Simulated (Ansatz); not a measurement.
Band structure of Nb3Pd (Cmmm, 4 atoms in the cell).

```
Nb3Pd
1.0
    1.72259    -2.21736     0.00000
    1.72259     2.21736     0.00000
    0.00000     0.00000     9.07671
Nb Pd
3 1
Direct
  0.50000   0.50000   0.76021
  0.50000   0.50000   0.23979
  0.00000   0.00000   0.50000
  0.00000   0.00000   0.00000
```

Method of the run: PBEsol, default PAW files made with PBE (plane waves; Ansatz, a quantum-chemistry and plane-wave program).

Settings: kpoints.mp_grid.grid = 11 11 4; kpoints.mp_grid.shift = 0.5 0.5 0.5; hamiltonian.xc = pbesol; hamiltonian.pseudopotentials = {kind: paw} (the program's default PAW files); scf.occupations.method = fermi_dirac; scf.occupations.width = 0.0037 Ry; kpoints.band_path.npoints = 10.

The starting cell comes from a database of computed structures (which also holds hypothetical and non-ambient phases and stackings), without a prior relaxation at this level. Spin polarisation is off.

Levels in eV from the Fermi level, bands 25 to 32:
```json
[
 {"point": "Γ", "25": "-1.90", "26": "-1.61", "27": "-1.56", "28": "-0.65", "29": "-0.25", "30": "0.48", "31": "1.45", "32": "2.03"},
 {"point": "X", "25": "-1.87", "26": "-1.49", "27": "-0.62", "28": "-0.05", "29": "1.86", "30": "2.13", "31": "2.62", "32": "3.15"},
 {"point": "S", "25": "-1.87", "26": "-1.06", "27": "-1.03", "28": "-0.96", "29": "1.39", "30": "1.57", "31": "1.83", "32": "2.74"},
 {"point": "R", "25": "-1.46", "26": "-1.28", "27": "-0.42", "28": "-0.25", "29": "0.41", "30": "0.45", "31": "2.10", "32": "2.70"},
 {"point": "A", "25": "-1.52", "26": "-0.62", "27": "-0.39", "28": "0.20", "29": "0.76", "30": "0.85", "31": "2.92", "32": "3.25"},
 {"point": "Z", "25": "-1.90", "26": "-1.38", "27": "-1.16", "28": "-0.76", "29": "0.26", "30": "0.71", "31": "0.80", "32": "1.04"},
 {"point": "Y", "25": "-1.25", "26": "-0.88", "27": "-0.49", "28": "-0.05", "29": "1.88", "30": "2.35", "31": "2.66", "32": "2.89"},
 {"point": "X1", "25": "-1.87", "26": "-1.49", "27": "-0.62", "28": "-0.05", "29": "1.86", "30": "2.13", "31": "2.62", "32": "3.15"},
 {"point": "A1", "25": "-1.52", "26": "-0.62", "27": "-0.39", "28": "0.20", "29": "0.76", "30": "0.85", "31": "2.92", "32": "3.25"},
 {"point": "T", "25": "-0.85", "26": "-0.49", "27": "-0.37", "28": "-0.04", "29": "1.49", "30": "2.40", "31": "2.51", "32": "2.55"}
]
```

Bands cross the Fermi level along this path, so the cell is metallic at this level.

Keys are those of Ansatz 0.2.
